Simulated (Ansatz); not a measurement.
Start from EuO in the rock salt structure (space group Fm-3m, No. 225; a = 4.9652 Å; ferromagnetic; relaxed with 0.1 eV smearing). Axes: x, y, z lie along the cube axes.

Calculations: PBEsol (Ansatz, an electronic-structure program; PAW; 420 eV plane waves; no SOC).

Strains are applied to the cell and any free atomic positions relax; under biaxial strain the out-of-plane vector relaxes too.

One change was made to it. Results:

| quantity | base | after |
|---|---|---|
| energy relative to the base (free energy F) | 0 meV/atom | +9.8 meV/atom |
| magnetic state | ferromagnetic | ferromagnetic |

Question: What was done to the base?
(A) biaxial strain +0.83 %, plane normal [001], relaxed out of plane
(B) tensor shear ε_xy = −2.93 %
(C) tensor shear ε_xy = +1.33 %
(D) uniaxial strain ε_xx = −4.92 %

Answer: B, tensor shear ε_xy = −2.93 %. For comparison, the energy relative to the base in the other runs: tensor shear ε_xy = +1.33 % gives +2.0 meV/atom; uniaxial strain ε_xx = −4.92 % gives +35 meV/atom; biaxial strain +0.83 %, plane normal [001], relaxed out of plane gives +1.7 meV/atom.

Other magnetic orders, which the real material may have, were not ruled out. The state of the 4f shell was not checked for lower solutions. Stability against distortions was not tested. No Hubbard U is applied, and correlation can decide whether such a compound is a metal.
